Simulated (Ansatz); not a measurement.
A. W in the bcc (W type) structure
B. MgS (rock salt, Fm-3m)
C. hcp (Mg type) Be
D. Sn in the diamond structure

**Question.** Rank these crystals by volume expansion coefficient at 300 K, lowest first, as the quasi-harmonic free energy on Ansatz (a first-principles code), PBEsol functional, plane-wave PAW gives it.

**Answer.** A (13.8 × 10⁻⁶ K⁻¹), D (19.0 × 10⁻⁶ K⁻¹), C (32.9 × 10⁻⁶ K⁻¹), B (50.1 × 10⁻⁶ K⁻¹)

 Spin-orbit coupling is not included. The runs of W (PBEsol) noted for some cells that some bands missed the eigensolver's tolerance; how far this moves their values was not measured.

The crystal is held in this phase throughout; melting and phase transitions are not modelled.
